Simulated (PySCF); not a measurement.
PySCF 2.14.0, B3LYP/def2-svp: W(O)2(F)2 ([O]=[W](=[O])([F])[F]), 5 atoms. The geometry is a generated start, not checked to be a minimum at this level.

```
Item                                                       Value
-------------------------------  -------------------------------
task                                                      energy
method                                                     b3lyp
basis                                                   def2-svp
mol.max_memory                                           7000 MB
mf.init_guess                                    minao (default)
mf.DIIS                                          CDIIS (default)
mf.diis_space                                        8 (default)
mf.conv_tol                                      1e-09 (default)
mf.grids.level                                       3 (default)
effective core potentials        those of the basis set, past Kr
basis functions (reference run)                               88
grid points (reference run)                                81000
```

```xyz
5

W      0.0893    -0.0256     0.0248
O      1.3610    -0.4029    -1.0139
O      0.5108    -0.0398     1.6558
F     -0.6204     1.6141    -0.4063
F     -1.3407    -1.1458    -0.2604
```
Charge 0, spin multiplicity 1.

The reference run uses exact four-centre integrals. One run each, on a shared machine, so no times are given.

Settings tried, all else as in the reference:
- COSX exchange (sgx_fit, pjs) with fitted J, mf.with_df.grids_level_i = 1, mf.with_df.grids_level_f = 1
- COSX exchange (sgx_fit, pjs) with fitted J, mf.with_df.grids_level_i = 1, mf.with_df.grids_level_f = 4
- COSX exchange (sgx_fit, pjs) with fitted J, mf.with_df.grids_level_i = 1, mf.with_df.grids_level_f = 3
- COSX exchange (sgx_fit, pjs) with fitted J, mf.with_df.grids_level_i = 1, mf.with_df.grids_level_f = 2 (default)
- density fitting
- density fitting of J alone, exact K
- density fitting, auxbasis = def2-universal-jfit
- density fitting, auxbasis = autoaux

**Question.** Which settings reproduce the reference to 1.0 meV/atom in energy?

**Answer.** Within it: density fitting; density fitting, auxbasis = autoaux; COSX exchange (sgx_fit, pjs) with fitted J, mf.with_df.grids_level_i = 1, mf.with_df.grids_level_f = 1; COSX exchange (sgx_fit, pjs) with fitted J, mf.with_df.grids_level_i = 1, mf.with_df.grids_level_f = 4; density fitting of J alone, exact K; COSX exchange (sgx_fit, pjs) with fitted J, mf.with_df.grids_level_i = 1, mf.with_df.grids_level_f = 3; COSX exchange (sgx_fit, pjs) with fitted J, mf.with_df.grids_level_i = 1, mf.with_df.grids_level_f = 2 (default). Outside: density fitting, auxbasis = def2-universal-jfit.

```json
[
 {"setting": "density fitting", "energy against the reference": "+0.041 meV/atom"},
 {"setting": "density fitting, auxbasis = autoaux", "energy against the reference": "+0.063 meV/atom"},
 {"setting": "COSX exchange (sgx_fit, pjs) with fitted J, mf.with_df.grids_level_i = 1, mf.with_df.grids_level_f = 1", "energy against the reference": "−0.25 meV/atom"},
 {"setting": "COSX exchange (sgx_fit, pjs) with fitted J, mf.with_df.grids_level_i = 1, mf.with_df.grids_level_f = 4", "energy against the reference": "−0.37 meV/atom"},
 {"setting": "density fitting of J alone, exact K", "energy against the reference": "−0.37 meV/atom"},
 {"setting": "COSX exchange (sgx_fit, pjs) with fitted J, mf.with_df.grids_level_i = 1, mf.with_df.grids_level_f = 3", "energy against the reference": "−0.37 meV/atom"},
 {"setting": "COSX exchange (sgx_fit, pjs) with fitted J, mf.with_df.grids_level_i = 1, mf.with_df.grids_level_f = 2 (default)", "energy against the reference": "−0.38 meV/atom"},
 {"setting": "density fitting, auxbasis = def2-universal-jfit", "energy against the reference": "+59 meV/atom"}
]
```

Total energies are compared; such shifts often cancel in part in energy differences. sgx_fit (COSX, pjs=True) fits J as well, so its difference is the sum of the grid's shift in exchange and the fit's in Coulomb. def2-universal-jfit is made for Coulomb alone and misses functions that exchange needs. No test of the SCF solution's stability was run. Also tried and not ranked: density fitting, auxbasis = def2-universal-jkfit (same energy as a listed run). The tolerance is a choice made for this comparison.
